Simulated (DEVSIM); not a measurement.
System: abrupt InP n-p junction, at 250 K.

Layer 1 from the left is InP, thickness (μm) 12.0, Nd (cm⁻³) 1.5e16, τn (s) 7.7e-9, τp (s) 7.7e-9. Layer 2 from the left is InP, thickness (μm) 3.70, Na (cm⁻³) 1.6e17, τn (s) 7.7e-9, τp (s) 7.7e-9.

Left contact: ohmic. Right contact: ohmic. Voltage is applied to the left contact. Recombination: SRH at mid-gap, radiative. Mobility is constant in doping.

This is a model device: material constants are rounded textbook-type values typed into the input, and sizes, dopings and lifetimes were drawn at random. Values at 300 K; Nc and Nv go as T^1.5, mobilities as T to minus their exponent, the gap by Varshni's rule with the affinity fixed.

InP: gap (eV) 1.344, affinity (eV) 4.38, permittivity 12.5, Nc (cm⁻³) 5.7e17, Nv (cm⁻³) 1.1e19, μn (cm²/Vs) 5200, μp (cm²/Vs) 170, T exponent of μn 2, T exponent of μp 2, B (cm³/s) 1.2e-10, Varshni α (eV/K) 0.000363, Varshni β (K) 162.

Simulated with DEVSIM: 1D drift-diffusion, Boltzmann statistics, complete ionisation; no tunnelling, impact ionisation, image-force lowering or self-heating.

Dark forward current:

| |V| (V) | |J| (A/cm²) |
|---|---|
| 0.05 | 1.337e-12 |
| 0.10 | 5.388e-12 |
| 0.15 | 1.853e-11 |
| 0.20 | 6.161e-11 |
| 0.25 | 2.032e-10 |
| 0.30 | 6.693e-10 |
| 0.35 | 2.207e-9 |
| 0.40 | 7.293e-9 |
| 0.45 | 2.416e-8 |
| 0.50 | 8.028e-8 |
| 0.55 | 2.678e-7 |
| 0.60 | 8.977e-7 |
| 0.65 | 3.032e-6 |
| 0.70 | 1.037e-5 |
| 0.75 | 3.638e-5 |
| 0.80 | 0.0001352 |
| 0.85 | 0.0005697 |
| 0.90 | 0.002994 |
| 0.95 | 0.02054 |
| 1.00 | 0.1727 |
| 1.05 | 1.604 |
| 1.10 | 14.64 |
| 1.15 | 100.9 |
| 1.20 | 404.7 |
| 1.25 | 1015 |
| 1.30 | 1930 |

Q: Work out the local ideality factor n = ΔV / (kT/q · ln(J2/J1)) between the rows 0.10 and 0.15 V, 1.00 and 1.05 V, 1.25 and 1.30 V.

A: kT/q = 21.54 mV. From 0.10 to 0.15 V: ln(1.853e-11/5.388e-12) = 1.235, n = 1.88, near the 2 of recombination in the depletion region. From 1.00 to 1.05 V: ln(1.604/0.1727) = 2.229, n = 1.04, near the 1 of diffusion or emission over a barrier. From 1.25 to 1.30 V: ln(1930/1015) = 0.643, n = 3.61.

Q: Estimate the current at 1.05 V from the Shockley equation with J0 = Σ q ni² D/(N L) coth(W/L), τ joining the SRH, radiative and Auger lifetimes that are on, and W taken as the whole layer.

A: ni² = 1.40e9 cm⁻⁶; holes in the n layer: μ = 245 cm²/Vs, D = 5.27 cm²/s, τ = 7.59e-9 s, L = 2.00 μm, W/L = 6.0, term 3.94e-22 A/cm²; electrons in the p layer: μ = 7490 cm²/Vs, D = 161 cm²/s, τ = 6.71e-9 s, L = 10.4 μm, W/L = 0.36, term 6.37e-22 A/cm². J0 = 1.03e-21 A/cm², and J = J0 exp(qV/kT) = 1.53 A/cm². The simulation gives 1.60 A/cm²; the estimate lies 4.9 % below. The estimate leaves out recombination in the depletion region and that region's share of W.
